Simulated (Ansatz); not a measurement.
Output of an Ansatz run (abridged):

```
WARN ansatz: RAYON_NUM_THREADS=1 ignored (pool sized by the plan → 1); use --threads N
Pseudopotentials: kind: paw
Pseudopotential: Al, paw, valence charge 3
Pseudopotential: Cu, paw, valence charge 19
Crystal: 3 atoms, lattice volume = 46.310 Å³
Basis set: ecut = 420 eV, 925 PW (Γ)
Bands: 17, of which v1, the nominal top of the filled ones, is band 13 counted from 1 (12 counted from 0)
Symmetry: 8 space group operations
Space group: I4mm (ITA 107), of the structure as read, at distance tolerance 3.6e-5 Å
k-points: 126 of 1331 (time reversal used)
PAW frozen core: Al, regenerated for the run's functional, and the local potential with it
PAW frozen core: Cu, regenerated for the run's functional, and the local potential with it
Initial density: superposition of atomic densities (neutral atoms: chi_scale 0, normalization atom), corrected by the library's trained network
Initial wavefunctions: pseudopotential atomic-orbital guess
Eigensolver: davidson
Functional: x = slater, c = lda
SCF iter   1: F=—  HF=-7582.107746 eV  |F-HF|=—  |Δ(HF+E_count)|=         —  Δρ=8.12e-3  dr2=1.27e-2  ethr=1.77e-3  ⟨swp⟩=5.2  Hψ=10855  notcnv=0
all-band conjugate gradients solve this SCF's bands
preconditioner: auto → Kerker (q_TF=auto, 2.462 Å⁻¹)
SCF iter   2: F=—  HF=-7582.104278 eV  |F-HF|=—  |Δ(HF+E_count)|=   3.47e-3  Δρ=2.53e-3  dr2=3.41e-3  ethr=5.07e-5  ⟨swp⟩=2.1  Hψ=4366  notcnv=0  defer=8
SCF iter   3: F=—  HF=-7582.103833 eV  |F-HF|=—  |Δ(HF+E_count)|=   4.46e-4  Δρ=1.64e-3  dr2=1.09e-3  ethr=1.37e-5  ⟨swp⟩=1.1  Hψ=2163  notcnv=0  defer=8
SCF iter   4: F=—  HF=-7582.103571 eV  |F-HF|=—  |Δ(HF+E_count)|=   2.62e-4  Δρ=1.83e-4  dr2=2.11e-5  ethr=4.37e-6  ⟨swp⟩=2.0  Hψ=3037  notcnv=0  defer=8
SCF iter   5: F=—  HF=-7582.103559 eV  |F-HF|=—  |Δ(HF+E_count)|=   1.21e-5  Δρ=5.61e-5  dr2=1.62e-6  ethr=8.44e-8  ⟨swp⟩=2.4  Hψ=3143  notcnv=0  defer=8
SCF iter   6: F=—  HF=-7582.103558 eV  |F-HF|=—  |Δ(HF+E_count)|=   4.39e-7  Δρ=8.55e-6  dr2=5.41e-8  ethr=4.00e-10  ⟨swp⟩=3.7  Hψ=8383  notcnv=0
SCF iter   7: F=-7582.103558 eV  HF=-7582.103558 eV  |F-HF|=6.80e-9  |Δ(HF+E_count)|=   2.12e-9  Δρ=7.43e-6  dr2=3.21e-8  ethr=2.16e-10  ⟨swp⟩=3.7  Hψ=5958  notcnv=0
SCF 1 converged in 7 iterations: F = -7582.103558 eV  dr2 = 3.21e-8
SCF converged after 7 iterations
Free energy (F): -7582.103558 eV
Harris-Foulkes:  -7582.103558 eV  (|F-HF|=6.80e-9)
Internal energy: -7582.098052 eV  (E = F + TS)
E sigma→0 (E₀):  -7582.100805 eV
Entropy (-TS):   -0.005506 eV (-1.835 meV/atom)
Fermi energy:    9.414073 eV
--- Per-component energies (eV) ---
  E_band       = -490.179783
  E_kinetic    = 347.995179
  E_local      = -5869.148327  (includes V_loc(G=0)·N_el)
  E_nonlocal   = 407.613960
  E_hartree    = 2623.821929
  E_xc         = -169.752507
  E_vxc        = -176.762157  (∫ρ·V_xc dr)
  E_paw        = -2472.955586  (= ΣΔE_a)
  E_vpaw       = -447.510796  (= ΣTr[D̂ρ^β])
  E_aug_tail   = 0.000176  (compensation charges beyond the density's cutoff)
  E_ewald      = -2450.233970
  E_core_change = 0.561093  (= ΣΔE_core)
  E_smearing   = -0.005506  (= −TS)
  E_closure    = -0.000000  (closes the sum)
  Σ components = -7582.103558   (vs F -7582.103558, Δ=0.00e0)
--- Forces (eV/Å), atoms counted from 1 ---
  atom   1  Al    -0.00000000     0.00000000     0.18365056
  atom   2  Al     0.00000000    -0.00000000     0.18365056
  atom   3  Cu     0.00000000     0.00000000    -0.36730889
  max |Σ_I F_I| component: 7.78e-6 eV/Å
--- Stress (GPa, compression-positive) ---
       -1.748567       0.000000       0.000000
        0.000000      -1.748567       0.000000
        0.000000       0.000000      -1.317122
  P = ⅓ Tr σ = -1.6048 GPa (-16.048 kbar)
  The stress holds the Pulay correction. Without it, at fixed plane waves, as pw.x and ABINIT print it: P = -1.6790 GPa
--- Band table (eV; the first three rows and the last of 126) ---
  k-point 0: bands = ["-103.7479", "-61.5421", "-61.5421", "-61.5375", "-1.0055", "4.6677", "4.6777", "4.6777", "5.2555", "5.2688", "12.2006", "12.2006", "12.3105", "12.3444", "12.4842", "12.4842", "13.7268"]
  k-point 1: bands = ["-103.7479", "-61.5421", "-61.5420", "-61.5375", "-0.8557", "4.6327", "4.6913", "4.7018", "5.2307", "5.2791", "10.8383", "10.8974", "11.6728", "11.7640", "13.9689", "14.0413", "14.4367"]
  k-point 2: bands = ["-103.7479", "-61.5421", "-61.5421", "-61.5375", "-0.4086", "4.5112", "4.7632", "4.7753", "5.1495", "5.3137", "9.6012", "9.6551", "10.2206", "10.9641", "12.7612", "15.7266", "15.8426"]
  k-point 125: bands = ["-103.7479", "-61.5421", "-61.5421", "-61.5376", "3.2436", "3.4924", "4.0415", "5.1840", "5.2295", "5.3999", "5.4778", "6.9139", "7.4383", "10.0544", "11.3121", "17.7578", "19.7465"]
```

The structure:

```
CELL_PARAMETERS angstrom
     -2.02018     2.02018     2.83684
      2.02018    -2.02018     2.83684
      2.02018     2.02018    -2.83684
ATOMIC_POSITIONS crystal
  Al 0.75000 0.25000 0.50000
  Al 0.25000 0.75000 0.50000
  Cu 0.50881 0.50881 0.00000
```

Task: Reconstruct the input of this run.

Result: Other spellings and defaults could give the same log, and not every line can be read from it. The input that was run (DFT, LDA (PW92), plane waves, default PAW files made with PBE):

Ansatz 0.2 input:
```yaml
# Al2Cu
crystal:
  lattice:
    - [-2.020183, 2.020183, 2.836840]
    - [2.020183, -2.020183, 2.836840]
    - [2.020183, 2.020183, -2.836840]
  atoms:
    - { symbol: Al, position_ang: [-0.000000, 2.020183, 1.418420] }
    - { symbol: Al, position_ang: [2.020183, 0.000000, 1.418420] }
    - { symbol: Cu, position_ang: [-0.000000, 0.000000, 2.886842] }
basis:
  ecutwfc: 420.0
kpoints:
  mp_grid:
    grid: [11, 11, 11]
hamiltonian:
  xc: lda
  pseudopotentials:
    kind: paw
scf:
  occupations:
    method: gaussian
    width: 0.1
output:
  forces: true
  eigenvalues: true
  stress: true
```

The starting cell comes from a database of computed structures (which also holds hypothetical and non-ambient phases and stackings), without a prior relaxation at this level. Its lattice was rescaled by up to half a per cent. One atom was moved a little off its site on purpose. Spin polarisation is off. Ansatz's pressure includes its estimate of the finite-basis (Pulay) stress.

Ansatz is a quantum-chemistry and plane-wave program.
